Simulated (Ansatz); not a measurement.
Functionals compared on a constructed model of the (0001) surface of hcp Ti, a pseudomorphic layer of Si in the host's stacking (bottom of the slab: a bare face, its two planes held), in Ansatz (plane waves, PAW). The structure was relaxed with PBE; the other rows are single points on it. Cutoff 420 eV (500 eV for r2SCAN).

Model: 7-atom slab, 13.9 Å thick at the start, 15x15x1 mesh, Fermi-Dirac 0.1 eV, dipole correction, 2 atoms held, the rest relaxed; symmetry of the start imposed; no spin, no spin-orbit, no U. It is one candidate, not shown to be the stable structure of the face. These notes are the PBE run's.

| functional | work function of the top face (eV) | rough cost of the single point |
|---|---|---|
| PBE | 5.09 | – |
| RPBE | [?] | roughly 40 core-seconds |
| r2SCAN | 5.21 | around 60 core-seconds (rough) |

Problem. Fill in the missing entries.

Solution. 
- RPBE, work function of the top face (eV): 5.02

Ansatz is a first-principles code.
